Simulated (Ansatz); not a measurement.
Consider the following.

```xyz
4
Lattice="5.0061 0.0000 0.0000 2.5030 4.3354 0.0000 0.0000 0.0000 8.6399" Properties=species:S:1:pos:R:3 pbc="T T T"
K      0.0000     0.0000     0.0000
K      0.0000     0.0000     4.3200
I      2.5030     1.4451     2.1600
I      5.0061     2.8903     6.4800
```

No spin polarisation.

All numbers come from PBE (Ansatz, a program for electronic structure, PAW, without spin-orbit coupling). Γ-centred 8×8×4 mesh, Fermi–Dirac width 0.05 eV.

Q: Predict the gap character and electron mass.

A: The gap character is direct at Γ. The electron mass comes out as 0.34 mₑ (at Γ).

With I present, leaving out spin-orbit coupling can change the band edges. The cells carry an imposed strain or load. Effective masses come from finite differences of ±0.01 Å⁻¹. Stability against distortions was not tested. The cell was made from KI in the NiAs type structure (space group P6_3/mmc, No. 194; a hypothetical phase, not in the database extracts checked) by this change: biaxial strain +0.72 %, plane normal [001], relaxed out of plane.
